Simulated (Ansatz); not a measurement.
Formation energy of the localised charge states of V_Ga+O_N in wurtzite GaN (start: the Ga site; N 1.97 Å away; 96-site cell, 2×2×2 shifted sampling) against the Fermi level, Ga-rich (Δμ(Ga) = 0.00 eV, Δμ(N) = -0.88 eV, Δμ(O) = -3.04 eV, bounded by beta Ga2O3; only phases computed here count, gases as isolated molecules at 0 K). Level of theory: PBE, PAW (plane waves to 420 eV; Ansatz, a quantum-chemistry and plane-wave program).

Charges from +1 to −2 were run; one beyond them could lie lower near a band edge.

Set-up: 96-site cell; 2×2×2 shifted k-points; host gap 1.71 eV; charged states image-corrected; corrections pass 1 eV, so highly charged states may be off by several tenths; flagged in the runs: a host whose relaxation on this sampling wasn't shown to rest, a strain field that reaches the edge of the cell.

Left out: charge +1 (carrier in host band states).

```tsv
E_F − E_VBM (eV)	q = 0	q = −1	q = −2
0.00	4.94	5.63	7.03
0.21	4.94	5.42	6.60
0.43	4.94	5.20	6.17
0.64	4.94	4.99	5.75
0.86	4.94	4.78	5.32
1.07	4.94	4.56	4.89
1.28	4.94	4.35	4.46
1.50	4.94	4.13	4.04
1.71	4.94	3.92	3.61
```

Crossings of the lowest lines: (0/−1) at 0.69 eV; (−1/−2) at 1.40 eV.
